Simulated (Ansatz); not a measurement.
A computed series for W: pressure series

Consider W (space group Pm-3n, No. 223).

```cif
data_W8
_chemical_formula_sum 'W8'
_space_group_name_H-M_alt 'P 1'
_space_group_IT_number 1
_cell_length_a 5.03331
_cell_length_b 5.03331
_cell_length_c 5.03331
_cell_angle_alpha 90.000
_cell_angle_beta 90.000
_cell_angle_gamma 90.000
loop_
_space_group_symop_operation_xyz
  'x, y, z'
loop_
_atom_site_label
_atom_site_type_symbol
_atom_site_fract_x
_atom_site_fract_y
_atom_site_fract_z
_atom_site_occupancy
W1 W 0.00000 0.00000 0.00000 1
W2 W 0.50000 0.50000 0.50000 1
W3 W 0.00000 0.50000 0.25000 1
W4 W 0.00000 0.50000 0.75000 1
W5 W 0.25000 0.00000 0.50000 1
W6 W 0.75000 0.00000 0.50000 1
W7 W 0.50000 0.75000 0.00000 1
W8 W 0.50000 0.25000 0.00000 1
```

Cell and atoms are relaxed at each pressure.

All numbers come from Ansatz (a first-principles code), PBEsol, PAW, cutoff 420 eV, spin-orbit coupling left out, earlier PAW set.

Two rows of this table had their results exchanged by mistake.

```tsv
pressure	volume per atom (Å³)	shortest distance (Å)	band gap
pressure −2 GPa	16.04	2.522	zero
pressure −1 GPa	15.99	2.519	zero
pressure 0.3 GPa	15.92	2.516	zero
pressure 0.7 GPa	15.90	2.515	zero
pressure 1.5 GPa	15.87	2.513	zero
pressure 3 GPa	15.79	2.509	zero
pressure 5 GPa	15.47	2.492	zero
pressure 7.5 GPa	15.58	2.498	zero
pressure 10 GPa	15.70	2.504	zero
```

### Question
Which two?

### Answer
The rows for pressure 5 GPa and pressure 10 GPa: the volume has to fall steadily with pressure, so 15.70 Å³ belongs to pressure 5 GPa and 15.47 Å³ to pressure 10 GPa.

Load acts through the strain it causes; cell and atoms are relaxed under it. Stability against distortions was not tested. Competing high-pressure phases were not computed. The final runs are not spin-polarised. This is not the structure that W has at room temperature and ambient pressure.
